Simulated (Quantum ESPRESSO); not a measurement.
A working Quantum ESPRESSO input for Ta2N (P-31m, 9 atoms in the cell) (DFT, PBEsol, plane waves, GBRV 1.5 ultrasoft (PBESOL) pseudopotentials):

```fortran
&CONTROL
   calculation = 'scf',
   prefix = 'Ta2N',
   outdir = './tmp/',
   pseudo_dir = './',
   tprnfor = .true.,
   tstress = .true.,
/
&SYSTEM
   ibrav = 4,
   A = 5.372840540,
   C = 5.010304000,
   nat = 9,
   ntyp = 2,
   ecutwfc = 40,
   ecutrho = 320,
   occupations = 'smearing',
   smearing = 'fermi-dirac',
   degauss = 0.0073499,
/
&ELECTRONS
   conv_thr = 1.0d-10,
   mixing_beta = 0.7,
/
ATOMIC_SPECIES
Ta   180.9479  ta_pbesol_v1.uspp.F.UPF
N     14.0070  n_pbesol_v1.2.uspp.F.UPF
ATOMIC_POSITIONS {alat}
Ta    0.333185000    0.577093348    0.702768912
Ta    0.166815000    0.288932056    0.229755320
Ta    0.333630000    0.000000000    0.702768912
Ta    0.666370000    0.000000000    0.229755320
Ta   -0.166815000    0.288932056    0.702768912
Ta   -0.333185000    0.577093348    0.229755320
N     0.500000000    0.288675135    0.466262116
N     0.000000000    0.577350269    0.466262116
N     0.000000000    0.000000000    0.000000000
K_POINTS {automatic}
4 4 4  0 0 0
```

The run converged in 14 iterations: free energy E − TS -12401.0257 eV; Fermi level (on the code's own zero) 18.75 eV; pressure -17.98 GPa; largest force (vector length) 0.223 eV/Å. Each of these slips is then made, one at a time:

(1)
```diff
-N     0.000000000    0.000000000    0.000000000
+N1     0.000000000    0.000000000    0.000000000
```

(2)
```diff
+CELL_PARAMETERS {angstrom}
+    5.37284100     0.00000000     0.00000000
+   -2.68642000     4.65301600     0.00000000
+    0.00000000     0.00000000     5.01030400
```

(3)
```diff
-ATOMIC_POSITIONS {alat}
+ATOMIC_POSITIONS {direct}
```

### Question
What happens in each case?

### Answer

(1) An atom label that is not in the list of species. The program stopped before any SCF iteration.
```
Error in routine read_cards (9):
species N1 in ATOMIC_POSITIONS is nonexistent
```

(2) The cell or its scale given twice. The program stopped before any SCF iteration.
```
Error in routine cell_base_init (2):
redundant data for cell parameters
```

(3) A value that the program does not know. The program stopped before any SCF iteration.
```
Error in routine read_cards (1):
unknown option for ATOMIC_POSITION: ATOMIC_POSITIONS {DIRECT}
```

The starting cell comes from a database of computed structures (which also holds hypothetical and non-ambient phases and stackings), without a prior relaxation at this level. Its lattice was rescaled by a random factor within 2.5 % of one. Spin polarisation is off; with an odd number of electrons in the cell that forces a metal, and a magnetic state may lie lower. In the base run, with a pressure of about -18 GPa the cell is away from its equilibrium volume at this level.

Left out of this page: 4 runs of the series outside the window shown, repeating another row's setting, or not comparable.
